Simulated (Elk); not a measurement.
## Input and output of a self-consistent single point for LaOs2 (Fd-3m, 6 atoms in the cell) (Elk)

Method of the run: PBEsol, all-electron FP-LAPW, Elk's shipped species files, default APW+lo basis (Elk).

Input as run:

```
tasks
  0

xctype
  22

rgkmax
  7.0

rmtscf
  0.85

stype
  3

swidth
  0.00499791

avec
    0.0000000000    7.1716674902    7.1716674902
    7.1716674902    0.0000000000    7.1716674902
    7.1716674902    7.1716674902    0.0000000000

atoms
  2   : nspecies
  'La.in'   : spfname
  2   : natoms; atposl, bfcmt below
  0.7500000000  0.7500000000  0.7500000000    0.0 0.0 0.0
  0.5000000000  0.5000000000  0.5000000000    0.0 0.0 0.0
  'Os.in'   : spfname
  4   : natoms; atposl, bfcmt below
  0.1250000000  0.6250000000  0.1250000000    0.0 0.0 0.0
  0.1250000000  0.1250000000  0.1250000000    0.0 0.0 0.0
  0.6250000000  0.1250000000  0.1250000000    0.0 0.0 0.0
  0.1250000000  0.1250000000  0.6250000000    0.0 0.0 0.0

ngridk
  7 7 7
```

Log, with long lists cut:

```
│ Elk code version 10.2.4 │

All units are atomic (Hartree, Bohr, etc.)

│ Ground-state run starting from atomic densities │

Lattice vectors :
   0.000000000       7.171667490       7.171667490
   7.171667490       0.000000000       7.171667490
   7.171667490       7.171667490       0.000000000

Unit cell volume      :    737.7180886
Brillouin zone volume :   0.3362398418

Muffin-tin inner radius fraction :   0.1000000000E-01

Nuclei treated as point charges

Species :    1 (La)
 parameters loaded from : La.in
 name : lanthanum
 nuclear charge    :   -57.00000000
 electronic charge :    57.00000000
 atomic mass :    253209.2364
 muffin-tin radius :    2.380000000
 number of radial points in muffin-tin :    697
 atomic positions (lattice), magnetic fields (Cartesian) :
   1 :   0.12500000  0.12500000  0.12500000    0.00000000  0.00000000  0.00000000
   2 :  -0.12500000 -0.12500000 -0.12500000    0.00000000  0.00000000  0.00000000

Species :    2 (Os)
 parameters loaded from : Os.in
 name : osmium
 nuclear charge    :   -76.00000000
 electronic charge :    76.00000000
 atomic mass :    346768.0765
 muffin-tin radius :    2.380000000
 number of radial points in muffin-tin :    697
 atomic positions (lattice), magnetic fields (Cartesian) :
   1 :   0.50000000  0.00000000  0.50000000    0.00000000  0.00000000  0.00000000
   2 :   0.50000000  0.50000000  0.50000000    0.00000000  0.00000000  0.00000000
   3 :   0.00000000  0.50000000  0.50000000    0.00000000  0.00000000  0.00000000
   4 :   0.50000000  0.50000000  0.00000000    0.00000000  0.00000000  0.00000000

Total number of atoms per unit cell :    6

Spin treatment :
 spin-unpolarised

Number of Bravais lattice symmetries :   48
Number of crystal symmetries         :   48
Crystal has inversion symmetry
Real symmetric eigensolver will be used

k-point grid :      7     7     7
k-point offset :    0.000000000       0.000000000       0.000000000
   [... lines left out ...]
Maximum |G| for potential and density :    12.00000000
 potential will be trimmed for |G| > 2 gkmax
Constant for pseudocharge density :    7
Radial integration step length :    4

G-vector grid sizes :     40    40    40
Number of G-vectors :    21595

Maximum angular momentum used for
 APW functions                      :    8
 outer part of muffin-tin           :    6
 inner part of muffin-tin           :    1

Total nuclear charge    :   -418.0000000
Total core charge       :    276.0000000
Total valence charge    :    142.0000000
Total excess charge     :    0.000000000
Total electronic charge :    418.0000000

Effective Wigner radius, rₛ :   0.7496787149

Number of empty states         :   24
Total number of valence states :   95
Total number of core states    :  276

Total number of local-orbitals :  154

Exchange-correlation functional :     22     0     0
 PBEsol, Phys. Rev. Lett. 100, 136406 (2008)
 gradient requirement :    1
 generalised gradient approximation (GGA)

Smearing type :    3
 Fermi-Dirac
Smearing width :   0.4997910000E-02
Effective electronic temperature (K) :    1578.215154

Mixing type :    3
 Broyden mixing, J. Phys. A: Math. Gen. 17, L317 (1984)

Kohn-Sham potential initialised from atomic data
│ Self-consistent loop started │
│ Loop number : 1 │
 total energy                :     -86081.0373270
│ Loop number : 2 │
 total energy                :     -86083.4289086
RMS change in Kohn-Sham potential (target) :   0.2447791629     (  0.1000000000E-05)
Absolute change in total energy (target)   :    2.391581624     (  0.1000000000E-03)
│ Loop number : 3 │
 total energy                :     -86088.5245872
RMS change in Kohn-Sham potential (target) :   0.2170604255     (  0.1000000000E-05)
Absolute change in total energy (target)   :    5.693574004     (  0.1000000000E-03)
│ Loop number : 4 │
 total energy                :     -86091.7299511
RMS change in Kohn-Sham potential (target) :   0.1873548728     (  0.1000000000E-05)
Absolute change in total energy (target)   :    4.628757472     (  0.1000000000E-03)
│ Loop number : 5 │
 total energy                :     -86093.0937933
RMS change in Kohn-Sham potential (target) :   0.1237947904     (  0.1000000000E-05)
Absolute change in total energy (target)   :    2.521031506     (  0.1000000000E-03)
   [... lines left out ...]
Absolute change in total energy (target)   :   0.7468421900E-02 (  0.1000000000E-03)
│ Loop number : 13 │
 total energy                :     -86097.2280018
RMS change in Kohn-Sham potential (target) :   0.1999961020E-05 (  0.1000000000E-05)
Absolute change in total energy (target)   :   0.6114627075E-02 (  0.1000000000E-03)
│ Loop number : 14 │
 total energy                :     -86097.2283639
RMS change in Kohn-Sham potential (target) :   0.6095228134E-06 (  0.1000000000E-05)
Absolute change in total energy (target)   :   0.1166584480E-02 (  0.1000000000E-03)
│ Loop number : 15 │
 total energy                :     -86097.2282950
RMS change in Kohn-Sham potential (target) :   0.2562119793E-06 (  0.1000000000E-05)
Absolute change in total energy (target)   :   0.3605362435E-03 (  0.1000000000E-03)
│ Loop number : 16 │
 total energy                :     -86097.2282888
RMS change in Kohn-Sham potential (target) :   0.6884690126E-07 (  0.1000000000E-05)
Absolute change in total energy (target)   :   0.9631794819E-04 (  0.1000000000E-03)
Convergence targets achieved

│ Loop number : 17 │

Energies :
 Fermi                       :     0.514071457021
 sum of eigenvalues          :     -52797.1128533
 electron kinetic            :      96623.3255681
 core electron kinetic       :      93513.9474339
 Coulomb                     :     -180973.584019
 Coulomb potential           :     -147120.507636
 nuclear-nuclear             :     -6794.20867399
 electron-nuclear            :     -201238.243054
 Hartree                     :      27058.8677092
 Madelung                    :     -107413.330201
 xc potential                :     -2299.93078577
 exchange                    :     -1719.12533936
 correlation                 :     -27.8299928788
 electron entropic           :    -0.145173527199E-01
 total energy                :     -86097.2283003

Density of states at Fermi energy :    173.9634013
 (states/Hartree/unit cell)

Estimated indirect band gap :   0.2060597996E-02
 from k-point     11 to k-point      2
Estimated direct band gap   :   0.4441601750E-02
 at k-point      2

Charges :
 core                        :    276.0000000
 valence                     :    142.0000000
 interstitial                :    15.12318757
 muffin-tins (core leakage)
  species :    1 (La)
   atom    1                 :    53.62923469     (  0.2127327234E-02)
   atom    2                 :    53.62923469     (  0.2127327234E-02)
  species :    2 (Os)
   atom    1                 :    73.90458576     (  0.7827410116E-06)
   atom    2                 :    73.90458576     (  0.7827410116E-06)
   atom    3                 :    73.90458576     (  0.7827410116E-06)
   atom    4                 :    73.90458576     (  0.7827410116E-06)
 total in muffin-tins        :    402.8768124
 total calculated charge     :    417.9837557
 total charge                :    418.0000000
 error                       :   0.1624426285E-01

│ Self-consistent loop stopped │
```

The run converged in 17 iterations. The count includes the last loop, which Elk runs after its targets are met.

The starting cell comes from a database of computed structures (which also holds hypothetical and non-ambient phases and stackings), without a prior relaxation at this level. Its lattice was rescaled by a random factor within 2.5 % of one. Spin-orbit coupling is off. Spin polarisation is off. Values depend on the basis (sphere radii, cutoffs, local orbitals), which need not be converged. The log's line on a gap gives a spacing of levels on this mesh, which the program prints for metals too.
